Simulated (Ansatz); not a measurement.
Results of LDA (plane waves, PAW; Ansatz, an electronic-structure program) for Zn₄Te₃S (model structure, P-4m2, No. 115, 8 atoms in the cell).

Settings: plane-wave cutoff 520 eV, 8×8×4 k mesh (along the axes of the cell as run), Fermi–Dirac smearing 0.01 eV, scalar-relativistic PAW data made under PBE.

Cell (relaxed with PBEsol):

```xyz
8
Lattice="4.1770 0.0000 0.0000 0.0000 4.1770 0.0000 0.0000 0.0000 11.7094" Properties=species:S:1:pos:R:3 pbc="T T T"
Zn     0.0000     0.0000     0.1536
S      2.0885     0.0000     1.3415
Zn     2.0885     2.0885     2.5293
Te     0.0000     2.0885     4.0852
Zn     0.0000     0.0000     5.6365
Te     2.0885     0.0000     7.1962
Zn     2.0885     2.0885     8.7559
Te     0.0000     2.0885    10.3071
```

Question: Estimate the band gap that the calculation returns.

Answer: 
* **band gap**: 0.95 eV

Note: the relaxation could raise the start's symmetry but not lower it, so the cell can be a saddle point; cell and atoms aren't relaxed at this level (largest force component 0.04 eV/Å, pressure -2.0 GPa).

Spin–orbit coupling is not included.

Static lattice: no zero-point or thermal effects.

A model structure was made by putting elements into a prototype or built by hand; it is no filed structure, need not be a known phase, and can be a saddle point held by its symmetry.
